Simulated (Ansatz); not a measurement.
The structure below was relaxed with PBEsol/PAW in Ansatz (a quantum-chemistry and plane-wave program), no spin-orbit coupling.

Space group Im-3m (No. 229); a = 2.8142 Å, b = 2.8142 Å, c = 2.8142 Å, α = 90.00°, β = 90.00°, γ = 90.00°

| atom | site | symmetry | x | y | z |
|---|---|---|---|---|---|
| Cr | 2a | m-3m | 0.0000 | 0.0000 | 0.0000 |

Q: Write out a cell with all atoms.

A: 
```cif
data_Cr2
_chemical_formula_sum 'Cr2'
_space_group_name_H-M_alt 'P 1'
_space_group_IT_number 1
_cell_length_a 2.81421
_cell_length_b 2.81421
_cell_length_c 2.81421
_cell_angle_alpha 90.000
_cell_angle_beta 90.000
_cell_angle_gamma 90.000
loop_
_space_group_symop_operation_xyz
  'x, y, z'
loop_
_atom_site_label
_atom_site_type_symbol
_atom_site_fract_x
_atom_site_fract_y
_atom_site_fract_z
_atom_site_occupancy
Cr1 Cr 0.00000 0.00000 0.00000 1
Cr2 Cr 0.50000 0.50000 0.50000 1
```
This is the conventional cell.

No phonon test of stability was made. Starting moments died away, wholly or in part, for W → Cr; another magnetic solution may exist. The final runs are not spin-polarised. The cell was made from W by this change: W → Cr. Real Cr is antiferromagnetic at low temperature and ambient pressure, an order that this cell doesn't hold.
